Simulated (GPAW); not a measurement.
Pressure against volume in fluorite-structure PbF2 (space group 225) (GPAW, PBEsol)

```
CELL_PARAMETERS angstrom
      0.00000     2.88377     2.88377
      2.88377     0.00000     2.88377
      2.88377     2.88377     0.00000
ATOMIC_POSITIONS crystal
  Pb 0.00000 0.00000 0.00000
  F  0.25000 0.25000 0.25000
  F  0.75000 0.75000 0.75000
```

Level of theory: PBEsol, GPAW PAW datasets PBEsol (made by gpaw-setup) (plane waves; GPAW). Settings: mode = pw; ecut = 1040 eV; xc = PBEsol; kpts = 10 10 10; mesh shift (steps) = 0 0 0; occupations.name = fermi-dirac; occupations.width = 0.01 eV; nbands = -4; convergence.density = 1e-05 e/electron; convergence.energy = 1e-05 eV/electron; convergence.bands = -2; symmetry.symmorphic = false; symmetry.tolerance = 0.0005; maxiter = 150. The cell above is the first row's. The rows scale it uniformly. In all rows fractional positions and the k mesh are held.

| V (Å^3/atom) | P (GPa) |
|---|---|
| 15.988 | 4.96 |
| 16.335 | 2.86 |
| 16.683 | 1.02 |
| 17.031 | -0.63 |
| 17.378 | -2.09 |
| 17.726 | -3.39 |
| 18.073 | -4.54 |
| 18.421 | -5.55 |
| 18.768 | ? |

The 8 complete rows are fitted with a cubic, P against V. With u = V - 17.2, the rows have u = -1.2120, -0.8650, -0.5170, -0.1690, 0.1780, 0.5260, 0.8730, 1.2210. Least squares gives P = -1.367 - 4.2071·u + 0.7350·u² - 0.0800·u³. Residuals (row less fit): 0.006, -0.014, 0.004, 0.005, 0.003, -0.002, -0.007, 0.004; standard error 0.009 (degrees of freedom: 4). The fitted pressure is zero at V0 = 16.89, where dP/dV = -4.682, so B0 = -V0·dP/dV = 79.1 GPa.

Q: Estimate the missing P (V = 18.768); what did the run itself give?

A: u = 1.5680, so P = -1.367 - 4.2071 × 1.5680 + 0.7350 × 1.5680² - 0.0800 × 1.5680³ = -6.465 GPa. The calculation gives -6.46 GPa, 0.005 GPa above the prediction (under 0.05 % of the range of P in the table). The row lies outside the fitted rows, so this is an extrapolation. From the scatter of the fitted rows alone, a prediction at this place has a standard error of 0.025 GPa, so the miss is 0.2 times that.

Carrying the step between the two nearest rows on in a straight line would have given -6.56, off by 0.10; series whose last step already gives the withheld value aren't shown. The scan was laid around a cell of about the measured size, scaled by a guess for this functional. This is the high-temperature polymorph. The runs keep the symmetry of the cell, so they don't test it for distortions. Spin-orbit coupling is off. Cutoffs and mesh are single choices, not tested for convergence of this quantity. Series with a scatter that would blur these digits, or in which a gap closes, are not shown.
